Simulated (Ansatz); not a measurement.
This Ansatz (a program for electronic structure) input is the reference run, TiN in the rock salt structure (space group Fm-3m, No. 225), computed with PBE (Ansatz; PAW; 420 eV plane waves; no SOC):

Ansatz 0.2 input:
```yaml
crystal:
  lattice:
    - [0, 2.1234597387, 2.1234597387]
    - [2.1234597387, 0, 2.1234597387]
    - [2.1234597387, 2.1234597387, 0]
  atoms:
    - { symbol: N, position: [0, 0, 0] }
    - { symbol: Ti, position: [0.5, 0.5, 0.5] }
basis: { ecutwfc: 420, ecutrho_ratio: 4, xc_grid: 2, fft_grid_basis: typed }
kpoints: { mp_grid: { grid: [19, 19, 19] } }
hamiltonian:
  xc: pbe
  dispersion: none
  pseudopotentials: { kind: paw }
scf: { occupations: { method: fermi_dirac, width: 0.05 }, convergence: { dr2_threshold: 0.0000000002 } }
output: { forces: true, stress: true }
checkpoint: { write: state.ck, write_every: 1000 }
```

Task: Write the input for this change: a hydrostatic pressure of 0.9 GPa.

Result: 
Ansatz 0.2 input:
```yaml
crystal:
  lattice:
    - [0, 2.1234597387, 2.1234597387]
    - [2.1234597387, 0, 2.1234597387]
    - [2.1234597387, 2.1234597387, 0]
  atoms:
    - { symbol: N, position: [0, 0, 0] }
    - { symbol: Ti, position: [0.5, 0.5, 0.5] }
basis: { ecutwfc: 420, ecutrho_ratio: 4, xc_grid: 2, fft_grid_basis: typed }
kpoints: { mp_grid: { grid: [19, 19, 19] } }
hamiltonian:
  xc: pbe
  dispersion: none
  pseudopotentials: { kind: paw }
scf: { occupations: { method: fermi_dirac, width: 0.05 } }
relax: { f_tol: 0.01, max_steps: 60, cell: { stress_tol: 0.02, p_target: 0.9 } }
output: { forces: true, stress: true }
checkpoint: { write: state.ck, write_every: 1000 }
```
This is the input that was run.

Load acts through the strain it causes; cell and atoms are relaxed under it. Whether these cells are dynamically stable was not tested. The final runs are not spin-polarised. An odd electron count without spin: TiN.
